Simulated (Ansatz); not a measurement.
**ZrB2: stress against strain**

ZrB2 (AlB2 type, P6/mmm, 10.284 Å³/atom and stress up to 0.01 GPa in the relaxed cell, c along z) under an equal strain ε in the (0001) plane with the normal axis free, as in a coherent film. PBE in Ansatz, a plane-wave DFT program (PAW, default set), 420 eV, 21×21×16 Γ-centred mesh, Fermi-Dirac smearing 0.10 eV; ions are relaxed, or left where forces stay under 0.02 eV/Å, within the symmetry of each cell. Stress is positive for a compressed cell.

Here s stands for strain and y for stress xx.

```csv
strain (%),stress xx (GPa)
-1.50,8.71
-1.00,5.71
-0.50,2.80
0.00,0.00
0.50,-2.71
1.00,-5.31
1.50,-7.83
3.00,?
```

Q: Fit y against s with a straight line, and predict the withheld value at s = 3.00.

A: Means: s 0, y 0.196. About the means, the sum of products is -38.585 and the sum of squares of s is 7.0000; the slope is their ratio. Least squares gives y = 0.196 - 5.5121·s. Residuals (row less fit): 0.246, 0.002, -0.152, -0.196, -0.150, 0.006, 0.242; standard error 0.202 (degrees of freedom: 5). The slope gives the biaxial elastic modulus of this plane = about 550 GPa. At the withheld row, y = 0.196 - 5.5121 × 3.0 = -16.340 GPa. The calculation gives -14.82 GPa, 1.520 GPa above the prediction (6.5 % of the range of y in the table). The row lies outside the fitted rows, so this is an extrapolation. From the scatter of the fitted rows alone, a prediction at this place has a standard error of 0.314 GPa, so the miss is 4.8 times that.

A polynomial of degree 2 through the 12 other runs of the series gives -14.79 there, so most of the miss is curvature that the fit leaves out. In a metal these values are sensitive to mesh and smearing; energies are taken to zero smearing, stresses follow the free energy. The runs aren't spin-polarised. Rows are the converged runs of the series near zero and its far end; series whose fitted rows scatter by over a few per cent of the range, as at a crossing or softening among them, aren't shown in this form, nor equations of state whose B0' disagrees with the runs' pressures. Most that stay on the fit to the last digits aren't either.
